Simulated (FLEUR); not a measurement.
Input and output of a self-consistent single point for AlIr (Pm-3m, 2 atoms in the cell) (FLEUR)

Method: FLEUR with PBEsol, all-electron FLAPW (FLEUR), scalar-relativistic valence.

Input:

Input of the input generator:

```
AlIr crystal
&input film=f /
5.5706008106 0.0000000000 0.0000000000
0.0000000000 5.5706008106 0.0000000000
0.0000000000 0.0000000000 5.5706008106
1.0
1.0 1.0 1.0

2
13 0.0000000000 0.0000000000 0.0000000000
77 0.5000000000 0.5000000000 0.5000000000

&comp jspins=1 /
&exco xctyp='PBEs' /
&kpt div1=11 div2=11 div3=11 /
&end /
```

```xml
<?xml version="1.0" encoding="UTF-8" standalone="no"?>
<fleurInput fleurInputVersion="0.39">
   <comment>
      AlIr crystal                                                                                        
   </comment>
   <calculationSetup>
      <cutoffs Kmax="4.5" Gmax="18.0" GmaxXC="18.0" numbands="0"/>
      <scfLoop itmax="60" minDistance="0.00001" maxIterBroyd="40" imix="Anderson" alpha="0.05" precondParam="0.0" spinf="2.0"/>
      <coreElectrons ctail="T" frcor="F" kcrel="0" coretail_lmax="0"/>
      <xcFunctional name="PBEs" relativisticCorrections="F"/>
      <magnetism jspins="1"/>
      <soc l_soc="F" theta="0.0" phi="0.0" spav="F"/>
      <expertModes spex="0" secvar="F"/>
      <geometryOptimization l_f="T" forcealpha="1.0" forcemix="BFGS" epsdisp="0.00001" epsforce="0.00001"/>
      <ldaU l_linMix="F" mixParam="0.05" spinf="1.0"/>
   </calculationSetup>
   <cell>
      <bzIntegration valenceElectrons="18.0" mode="hist" fermiSmearingEnergy="0.00367493">
         <kPointListSelection listName="default-1"/>
         <!-- k-points included here -->
         <xi:include xmlns:xi="http://www.w3.org/2001/XInclude" href="kpts.xml"> </xi:include>
      </bzIntegration>
      <!-- symmetry operations included here -->
      <xi:include xmlns:xi="http://www.w3.org/2001/XInclude" href="sym.xml"> </xi:include>
      <bulkLattice scale="1.0">
         <bravaisMatrix>
            <row-1>    5.5706008106000002     0.0000000000000000     0.0000000000000000</row-1>
            <row-2>    0.0000000000000000     5.5706008106000002     0.0000000000000000</row-2>
            <row-3>    0.0000000000000000     0.0000000000000000     5.5706008106000002</row-3>
         </bravaisMatrix>
      </bulkLattice>
   </cell>
   <atomSpecies>
      <species name="Aluminum (Al)" element="Al" atomicNumber="13">
         <mtSphere radius="1.78" gridPoints="615" logIncrement="0.018"/>
         <atomicCutoffs lmax="8" lnonsphr="6"/>
         <electronConfig flipSpins="F">
            <coreConfig>(1s1/2) (2s1/2) (2p1/2) (2p3/2)</coreConfig>
            <valenceConfig>(3s1/2) (3p1/2) (3p3/2)</valenceConfig>
            <stateOccupation state="(3p1/2)" spinUp="0.1666666666667" spinDown="0.1666666666667"/>
            <stateOccupation state="(3p3/2)" spinUp="0.3333333333333" spinDown="0.3333333333333"/>
         </electronConfig>
         <energyParameters s="3" p="3" d="3" f="4"/>
      </species>
      <species name="Iridium (Ir)" element="Ir" atomicNumber="77">
         <mtSphere radius="2.61" gridPoints="899" logIncrement="0.015"/>
         <atomicCutoffs lmax="10" lnonsphr="8"/>
         <electronConfig flipSpins="F">
            <coreConfig>(1s1/2) (2s1/2) (2p1/2) (2p3/2) (3s1/2) (3p1/2) (3p3/2) (4s1/2) (3d3/2) (3d5/2) (4p1/2) (4p3/2) (5s1/2) (4d3/2) (4d5/2) (4f5/2) (4f7/2)</coreConfig>
            <valenceConfig>(5p1/2) (5p3/2) (6s1/2) (5d3/2) (5d5/2)</valenceConfig>
            <stateOccupation state="(5d3/2)" spinUp="1.4" spinDown="1.4"/>
            <stateOccupation state="(5d5/2)" spinUp="2.1" spinDown="2.1"/>
         </electronConfig>
         <energyParameters s="6" p="6" d="5" f="5"/>
         <lo type="SCLO" l="1" n="5" eDeriv="0"/>
      </species>
   </atomSpecies>
   <atomGroups>
      <atomGroup species="Aluminum (Al)">
         <relPos label="                   1">.0000000000 .0000000000 .0000000000</relPos>
         <force calculate="T" relaxXYZ="TTT"/>
      </atomGroup>
      <atomGroup species="Iridium (Ir)">
         <relPos label="                   2">1.000/2.000 1.000/2.000 1.000/2.000</relPos>
         <force calculate="T" relaxXYZ="TTT"/>
      </atomGroup>
   </atomGroups>
   <output dos="F" band="F" slice="F">
      <checks vchk="F" cdinf="F"/>
      <bandDOS minEnergy="-.5*Htr" maxEnergy="0.5*Htr" sigma="0.015" storeEVData="T"/>
      <vacuumDOS vacdos="F" integ="F" star="F" nstars="0" locx1="0.0" locy1="0.0" locx2="0.0" locy2="0.0" nstm="0" tworkf="0.0"/>
      <unfoldingBand unfoldBand="F" supercellX="1" supercellY="1" supercellZ="1"/>
      <plotting iplot="0" polar="F">
         <plot TwoD="T" vec1="  1.0  0.0  0.0" vec2="  0.0  1.0  0.0" vec3="  0.0  0.0  1.0" zero="  0.0  0.0  0.0" file="plot"/>
      </plotting>
      <chargeDensitySlicing numkpt="0" minEigenval="0.0" maxEigenval="0.0" nnne="0" pallst="F"/>
      <specialOutput eonly="F"/>
      <magneticCircularDichroism mcd="F" energyLo="-10.0" energyUp="0.0"/>
   </output>
  <!-- We include the file relax.xml here to enable relaxations (see documentation) -->
  <xi:include xmlns:xi="http://www.w3.org/2001/XInclude" href="relax.xml"> <xi:fallback/> </xi:include>
</fleurInput>
```

Output (repeated stretches shortened):

```
      Welcome to FLEUR        (www.flapw.de)
      MaX-Release 8.1          (www.max-centre.eu)

 ========== k-point set info ==========
 Selected k-point list: default-1
 k-point list type: mesh
 11 x 11 x 11
 Number of k points: 56

 ------------Calculation Setup---------------------------
           1           2           4           7           8          14          28          56
 Number of basis functions:          291
 Iteration:     1   Distance:      13.09128717 me/bohr^3
 Iteration:     2   Distance:      12.20491608 me/bohr^3
 Iteration:     3   Distance:       4.89046196 me/bohr^3
 Iteration:     4   Distance:       1.09374644 me/bohr^3
 Iteration:     5   Distance:       1.01964880 me/bohr^3
 Iteration:     6   Distance:       0.38402736 me/bohr^3
   [... 3 lines left out ...]
 Iteration:    10   Distance:       0.00273685 me/bohr^3
 Iteration:    11   Distance:       0.00237346 me/bohr^3
 Iteration:    12   Distance:       0.00007509 me/bohr^3
 Iteration:    13   Distance:       0.00012233 me/bohr^3
 Iteration:    14   Distance:       0.00000594 me/bohr^3

 Run finished successfully
 Stop message:
   Structural relaxation: Done

[file out, last iteration]
             iter=     15
          p o t e n t i a l   g e n e r a t o r
[...]
          integral of pseudo charge density inside the slab=        0.000000   0.000000
     coulomb potential in the interstitial region:
          density-coulomb potential integrals
          total density-coulomb potenti   -31185.2180191959
          density-effective potential integrals for spin  1
          total density-effective poten   -3.1662383484E+04
          charge density-energy density integrals
          total charge density-energy d   -3.6242942913E+02
 Updated energy parameters for spin:           1
  Atom    1 3s branch from -3.20 to  3.14 htr. ; e_l =  0.1223
  Atom    1 3p branch from -1.78 to  3.51 htr. ; e_l =  0.2540
  Atom    1 3d branch from -9.99 to  3.35 htr. ; e_l =  0.4169
  Atom    1 4f branch from -9.99 to  6.38 htr. ; e_l =  0.5792
  Atom    2 6s branch from -2.85 to  1.54 htr. ; e_l =  0.2945
  Atom    2 6p branch from -1.25 to  2.39 htr. ; e_l =  0.4498
  Atom    2 5d branch from -9.92 to  0.67 htr. ; e_l =  0.4128
  Atom    2 5f branch from -1.55 to  2.54 htr. ; e_l =  0.7332
  Atom    2 5p branch from-17.46 to -1.25 htr. ; e_l(l -1.3068
[...]
 fermi energy and band-weighting factors:
at   0.45455   0.45455   0.45455   k-weight:    0.006011
   15 eigenvalues :
   -1.273328   -1.273317   -1.273317    0.292494    0.297644    0.297644    0.537765    0.537765
    0.597489    0.611118    0.646095    0.646095    0.831115    0.861648    0.861648
   [... 2 blocks of this kind left out ...]

[...]
FERMIE:
          first approx. to ef    (T=0)  :   0.556203 htr   (energy of the highest occ. eigenvalue)
          number of occ. states  (T=0)  :        504
          first approx. to seigv (T=0)  :  -3.130893 htr
          sum of weights of occ. states :   9.003005
          sum of semicore charge        :   0.000000 e
FERHIS:  Fermi-Energy by histogram:
          bandgap                     :   0.007659 htr
          charge neutrality (T=0)     :   0.006011    (zero if the highest occ. eigenvalue is "entirely" occupied)
     EF_NEWTON:  Adjust Fermi-Energy by Newton-Method.
               Number of iterations needed  :   5
               The error in the weight is   :  0.14988E-14
               The error in ef is           : -0.34348E-15 htr
     -->  new fermi energy            :   0.557039 htr
          valence charge              :  18.000000 e
          actual charge blw ef-8kt    :  17.819684 e
          actual charge blw ef+8kt    :  18.000000 e
          number of occ. states       :       524
          sum of the valence weights  :    9.000000
          entropy         :   0.121817 *kb htr/K =   0.00000 htr/K
          sum of val. single particle energies:        -3.1339716935 htr
 Direct bandgap for spin            1 :    3.5424346610772317E-002  Htr
 at k-point            2  with k-vector   0.45454545454545453       0.45454545454545453       0.36363636363636365
          valence density: spin= 1
[...]
     l-like charge
     atom     s        p        d        f        total
 -->  1    0.26403  0.30224  0.07902  0.00665    0.65282
 -->  2    0.57813  6.57199  7.01376  0.05050   14.22537
          total charge for spin  1=   18.000000
          interst. charge =       3.121810
          mt charge=              0.652820   14.225370
          total charge  =   18.000000
          z= 13.     r(1)=  0.282226E-04     dx= 0.018000     m.t.index= 615
               n    l     j    energy       weight
               1.   0.   0.5  -54.6684      2.0000
               2.   0.   0.5   -3.2312      2.0000
               2.   1.   0.5   -1.8336      2.0000
               2.   1.   1.5   -1.8174      4.0000
          atom type    1  (spin 1)
          kinetic energy=  0.239689112461E+03     sum of the eigenvalues= -0.126736094912E+03
          0.03347902  electrons lost from core.
          z= 77.     r(1)=  0.368718E-05     dx= 0.015000     m.t.index= 899
               n    l     j    energy       weight
               1.   0.   0.5-2792.0228      2.0000
               2.   0.   0.5 -487.4607      2.0000
               2.   1.   0.5 -466.9082      2.0000
   [... 14 lines left out ...]
          atom type    2  (spin 1)
          kinetic energy=  0.202040620813E+05     sum of the eigenvalues= -0.109419997672E+05
          0.00117694  electrons lost from core.
          total charge for spin  1=   90.000000
          interst. charge =       3.155627
          mt charge=             10.619349   76.225024
          total charge  =   90.000000
          zc=    90.000000     qfix=    1.000000
     t o t a l  e n e r g y
          sum of eigenvalues =            -11071.8698338029
          density-coulomb potential int   -31185.2180191959
          density-effective potential i   -31662.3834841856
          charge density-ex.-corr.energ     -362.4294291313
          el.-nucl. inter. diff. m.t.        284.6609631901
          Madelung term for atom type:        -9.9719532438
          el.-nucl. inter. diff. m.t.      22406.4667131571
          Madelung term for atom type:       -29.8963553367
 ---->    total energy=                   -18095.5207732743 htr
 ---->    (input%tkb*entropy) TS=              0.0004476705 htr
 ---->    free energy=                    -18095.5212209448 htr
      extrapolation for T->0
 ---->    total electron energy=          -18095.5209971095 htr
 ***** TOTAL FORCES ON ATOMS *****
 TOTAL FORCE FOR ATOM TYPE=  1  X=  0.000   Y=  0.000   Z=  0.000
                       FX_TOT= 0.000000 FY_TOT= 0.000000 FZ_TOT= 0.000000
 TOTAL FORCE FOR ATOM TYPE=  2  X=  2.785   Y=  2.785   Z=  2.785
                       FX_TOT= 0.000000 FY_TOT= 0.000000 FZ_TOT= 0.000000
 Structural relaxation: Done
```

The run converged in 14 iterations. FLEUR gives forces in its relaxation mode, with a further iteration, so its stop message speaks of a relaxation.

The starting cell comes from a database of computed structures (which also holds hypothetical and non-ambient phases and stackings), without a prior relaxation at this level. Its lattice was rescaled by a random factor within 2.5 % of one. Spin-orbit coupling is off. Spin polarisation is off. Values depend on the basis (sphere radii, cutoffs, local orbitals), which need not be converged. The log's line on a gap gives a spacing of levels on this mesh, which the program prints for metals too.

Cost on one core of a shared machine: roughly 60 s.
